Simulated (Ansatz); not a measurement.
# Worked sum: formation energy of the neutral Be_i in AlN (wurtzite, P6₃mc)

This concerns the formation energy of the neutral Be_i in AlN (wurtzite, P6₃mc). Reaction: Be (hcp) + 36 AlN (wurtzite) → cell A.

A: a supercell of 72 sites of AlN (wurtzite, P6₃mc) with Be off the lattice sites (3 N at 1.78 Å); spin state with PBE: run without spin.

Method: Ansatz (a quantum-chemistry and plane-wave program), PAW, neutral cells at 0 K with nuclei at rest, on structures from PBE. Ansatz runs with its PAW set soft_1. Other levels take these structures. The lattices are those relaxed with PBE, so at other levels the solids can be strained, which adds to the spread. Larger cells are relaxed from a start prepared with the learned potential CHGNet, on a coarser mesh till forces fall under 0.03 eV/Å, which some starts already meet. A dispersion term (D3(BJ), or D4 for r2SCAN) was computed beside these levels and is taken off wherever the name lacks it. Space groups of crystals are read within 0.01 Å. Mesh and cell size may move defect energies by 0.1 eV or more. The value holds for the reservoirs listed; other chemical potentials shift it. Cell A has symmetry P3m1 within 0.02 Å and got no random move, so less symmetric positions, which may lie lower, weren't tried.

Total energies of the cells in eV, at zero smearing width. They compare only within one column; the weights balance every element.

| cell | atoms | weight | PBE | PBE+D3(BJ) |
|---|---|---|---|---|
| A: AlN:Be_i | 73 | +1 | -33360.99270 | -33380.49229 |
| Be (hcp) | 2 | −1/2 | -185.52928 | -186.23941 |
| AlN (wurtzite) | 72 | −1 | -33273.34646 | -33292.31375 |

PBE: (-33360.99270) − 1/2 × (-185.52928) − (-33273.34646) = 5.118 eV.

PBE+D3(BJ): (-33380.49229) − 1/2 × (-186.23941) − (-33292.31375) = 4.941 eV.

What follows from the PBE value: With the reservoirs of the reaction as written, and without entropy terms or charged states, the share of sites that hold the defect in equilibrium is exp(−5.12 eV/k_BT) = 1.6×10^-26 at 1000 K.
